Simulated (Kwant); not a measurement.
Model system: In0.53Ga0.47As/InP stack with 1 barrier. One parabolic valley. Leads of mass 0.041 mₑ with the band edge at 0; grid 0.1 nm; bias swept from 0.01 to 0.44931 V, dropping linearly over the stack. Emitter Fermi level 0.032 eV, 4 K, equal in the collector.

```tsv
layer	thickness (nm)	band offset (eV)	mass (mₑ)
1	6.6	0.25	0.08
```

Constants are typed, rounded textbook-type inputs, not results; the design itself was drawn at random and stands for no fabricated device.

Computed with Kwant: one-band effective-mass tight-binding model in one dimension, coherent, no space charge, current by the Tsu-Esaki formula.

Sweep values stay those of the base run.

Base results: J (A/cm²) at bias = 0.4493 V 9280; J (A/cm²) at bias = 0.3310 V 1990; J (A/cm²) at bias = 0.2297 V 658; J (A/cm²) at bias = 0.1114 V 202.

### Question
What follows from this one change: height of the first barrier 0.25 → 0.15 eV?

### Answer
J at bias = 0.4493 V 9280 → 144000 A/cm²; J at bias = 0.3310 V 1990 → 57800 A/cm²; J at bias = 0.2297 V 658 → 13400 A/cm²; J at bias = 0.1114 V 202 → 3030 A/cm².

### Question
What follows from this one change: mass in the first barrier 0.08 → 0.048 mₑ?

### Answer
J at bias = 0.4493 V 9280 → 17000 A/cm²; J at bias = 0.3310 V 1990 → 6520 A/cm²; J at bias = 0.2297 V 658 → 2890 A/cm²; J at bias = 0.1114 V 202 → 1060 A/cm².
